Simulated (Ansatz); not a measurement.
```yaml
crystal:
  lattice:
    - [0.00000, 2.69739, 2.69739]
    - [2.69739, 0.00000, 2.69739]
    - [2.69739, 2.69739, 0.00000]
  atoms:
    - { symbol: Mg, position: [0.00000, 0.00000, 0.00000] }
    - { symbol: Se, position: [0.50000, 0.50000, 0.50000] }
```

No spin polarisation.

Method: DFT with PBEsol, PAW potentials and a 420 eV plane-wave cutoff in Ansatz (an electronic-structure program), spin-orbit coupling left out. Γ-centred 10×10×10 mesh, Fermi–Dirac width 0.05 eV.

Estimate the electron mass.

0.49 mₑ along k, 0.24 mₑ across (at X).

Estimate the width of the top valence band.

2.67 eV.

What smallest direct gap does the calculation give?

2.71 eV.

Estimate the gap character.

Indirect, Γ → X.

Load acts through the strain it causes; cell and atoms are relaxed under it. Masses are band curvatures over ±0.01 Å⁻¹ around the edge. Along k means along the line from Γ to the band edge. Stability against distortions was not tested. The cell was made from MgSe in the rock salt structure (space group Fm-3m, No. 225) by this change: pressure 2.1 GPa.
